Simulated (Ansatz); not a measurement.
# Response to strain in GaAs

Consider GaAs in the zinc blende structure (space group F-43m, No. 216; a = 5.659 Å). Axes: x, y, z lie along the cube axes.

Strains are applied to the cell and any free atomic positions relax; under biaxial strain the out-of-plane vector relaxes too; under stress the whole cell relaxes.

Calculations: PBEsol (Ansatz, a quantum-chemistry and plane-wave program; PAW; 420 eV plane waves; spin-orbit coupling left out).

Before the change:

```
Quantity   Result
--------  -------
Band gap  0.42 eV
```

**Question.** The aim is a band gap between 0.30 eV and 0.35 eV. Which of these changes reaches it?
A) uniaxial strain ε_xx = −1.97 %
B) biaxial strain −1.02 %, plane normal [001], relaxed out of plane
C) uniaxial stress, 3 GPa tension along z
D) strain tensor (xx, yy, zz, yz, xz, xy) = (+0.27, −0.81, +0.44, +1.03, +0.11, −0.15) %

**Answer.** D, strain tensor (xx, yy, zz, yz, xz, xy) = (+0.27, −0.81, +0.44, +1.03, +0.11, −0.15) %. It gives 0.32 eV; biaxial strain −1.02 %, plane normal [001], relaxed out of plane gives 0.46 eV; uniaxial strain ε_xx = −1.97 % gives 0.49 eV; uniaxial stress, 3 GPa tension along z gives 0.20 eV. Changes not listed may reach it too

Beyond what the load breaks, stability against distortions was not tested. The zero or small gap of GaAs under uniaxial stress, 3 GPa tension along z can change with the level of theory.
